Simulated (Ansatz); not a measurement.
Defect migration in alpha quartz: interstitial Li, charge state +1. The step: a direct jump of one Li atom; the atom moves 1.82 Å along (0.02, -0.02, -0.33) of the unit cell; the moving atom starts with neighbours 2 O at 1.97, 2 O at 1.99 Å and ends with 2 O at 1.97, 2 O at 1.99 Å. A PBE band in Ansatz (plane-wave PAW, the Γ point alone, 72 host sites, 43 SCF runs with any check of the saddle's order, static, no finite-size correction) gives a forward barrier of 0.13 eV. The saddle point's order was not checked, and it lies on a symmetry element of the cell, where a band can be held. The charge state is imposed; whether it is stable for some Fermi level was not computed. Sites that were not tried may lie lower.

Single points at the band's start and saddle point can refine it. Rough cost of one point, in units of the band's mean SCF on the same machine:

| Level | Cost of one point |
|---|---|
| PBE, a 2×2×2 k-point mesh shifted by half a step along c | about 7 |
| r2SCAN at 500 eV, the Γ point alone | about 4 |
| HSE06, Γ point alone | about 10 |

### Question
Which of these move the barrier by more than 0.1 eV, and how far does each move it?

### Answer
Not one does. PBE, a 2×2×2 k-point mesh shifted by half a step along c: 0.00 eV; r2SCAN at 500 eV, the Γ point alone: 0.00 eV; HSE06, Γ point alone: +0.01 eV. Each functional is compared with PBE at the same k-points.

Ansatz is a first-principles code.
